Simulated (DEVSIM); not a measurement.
System: Co/Si3N4/n-GaAs capacitor, at 300 K.

```
layer (left to right)  material  thickness (nm)  Nd (cm⁻³)
---------------------  --------  --------------  ---------
1                         Si3N4            12.0          -
2                          GaAs           15000     1.9e15
```

Metal gate on the left, work function 5 eV. Fixed charge at the semiconductor interface -2.7e10 cm⁻² (in units of +e); no interface traps.

Constants are typed, rounded textbook-type inputs, not results; the design itself was drawn at random and stands for no fabricated device. Values at 300 K; Nc and Nv go as T^1.5, mobilities as T to minus their exponent, the gap by Varshni's rule with the affinity fixed.

| parameter | Si3N4 | GaAs |
|---|---|---|
| gap (eV) | 5.1 | 1.424 |
| affinity (eV) | 2.1 | 4.07 |
| permittivity | 7.5 | 12.9 |
| Nc (cm⁻³) | - | 4.7e17 |
| Nv (cm⁻³) | - | 9e18 |
| Varshni α (eV/K) | - | 0.000541 |
| Varshni β (K) | - | 204 |

DEVSIM, 1D Poisson equation in equilibrium, Boltzmann statistics, complete ionisation; no quantum confinement or tunnelling. Metal contacts follow the ideal Schottky-Mott rule: no Fermi-level pinning, no interface dipoles.

The temperature was swept, all else fixed.

```tsv
temperature (K)	flat-band voltage (V)	threshold voltage (band bending 2φF) (V)	minimum of the low-frequency capacitance (μF/cm²)
250	0.82	-0.38	0.0128
300	0.80	-0.32	0.0136
350	0.76	-0.25	0.0146
400	0.73	-0.18	0.0159
450	0.70	-0.11	0.0173
500	0.67	?	?
```

### Question
Fill in the missing entries.

### Answer

- 500, threshold voltage (band bending 2φF) (V): -0.03
- 500, minimum of the low-frequency capacitance (μF/cm²): 0.0191
